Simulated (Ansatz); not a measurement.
Results of LDA (Ansatz, a first-principles code, PAW) for CoSn (P6/mmm, No. 191).

Settings: plane-wave cutoff 520 eV, 12×12×16 k mesh (along the axes of the cell as run), Fermi–Dirac smearing 0.043 eV (set by the program), no spin polarisation, scalar-relativistic PAW data made under PBE.

Computed at the level's own relaxed cell.

Hill averages of the elastic tensor: K = 157.4 GPa, G = 85.5 GPa. Volume 15.928 Å³/atom, mean atomic mass 88.822 u.

Task: Work out the density, the sound velocities of a polycrystal and the elastic Debye temperature, and Pugh's ratio at this level.

Result: ρ = 1.66054 × 88.822/15.928 = 9.260 g/cm³. v_l = √[(K + 4G/3)/ρ] = 5.414 km/s and v_t = √(G/ρ) = 3.039 km/s. The mean follows from 3/v_m³ = 1/v_l³ + 2/v_t³: v_m = 3.382 km/s. Θ_D = (ħ/k_B) v_m (6π²/V)^(1/3) = 76.38 K Å s/km × 3.382 × 1.5492 Å⁻¹ = 400 K, counting all atoms of the cell. K/G = 1.84, to be set beside Pugh's rough bound of 1.75 between brittle and ductile metals.

Note: the volume lies 7 % below that of the published cell.
